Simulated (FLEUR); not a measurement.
Band structure of NaSn2Pd3 (P6mm, 6 atoms in the cell).

```yaml
crystal:
  lattice:
    - [5.88826, 0.00000, 0.00000]
    - [-2.94413, 5.09939, 0.00000]
    - [0.00000, 0.00000, 4.34897]
  atoms:
    - { symbol: Na, position: [0.00000, 0.00000, 0.19263] }
    - { symbol: Sn, position: [0.66667, 0.33333, 0.49615] }
    - { symbol: Sn, position: [0.33333, 0.66667, 0.49615] }
    - { symbol: Pd, position: [0.00000, 0.50000, 0.99502] }
    - { symbol: Pd, position: [0.50000, 0.00000, 0.99502] }
    - { symbol: Pd, position: [0.50000, 0.50000, 0.99502] }
```

Method of the run: PBEsol, all-electron FLAPW (FLEUR), scalar-relativistic valence.

Settings: Kmax = 4.1 1/bohr; GmaxXC = 16.4 1/bohr; xcFunctional = PBEs; jspins = 1; l_soc = F; mode = hist; fermiSmearingEnergy = 0.00183747 Htr; mesh (inpgen div1-3) = 5 5 5; inpgen gamma flag = false; Gmax = 16.4 1/bohr; numbands = 0; maxIterBroyd = 15; imix = Anderson; alpha = 0.05.

The starting cell comes from a database of computed structures (which also holds hypothetical and non-ambient phases and stackings), without a prior relaxation at this level. Its lattice was rescaled by a random factor within 2.5 % of one. Spin polarisation is off. Values depend on the basis (sphere radii, cutoffs, local orbitals), which need not be converged.

Levels in eV from the Fermi level, bands 40 to 47:
```tsv
point	40	41	42	43	44	45	46	47
Γ	-0.96	-0.74	-0.31	-0.31	0.80	0.80	2.75	4.15
M	-1.76	-1.61	0.01	1.25	2.27	3.01	3.06	3.72
K	-2.23	-1.41	0.81	0.81	2.16	2.16	3.18	4.10
A	-1.66	-1.66	-1.61	-0.74	0.12	2.52	2.52	3.16
L	-2.04	-1.89	-1.73	-1.13	1.27	1.38	2.14	3.78
H	-1.90	-1.87	-1.87	-1.12	-0.17	2.63	2.63	4.07
```
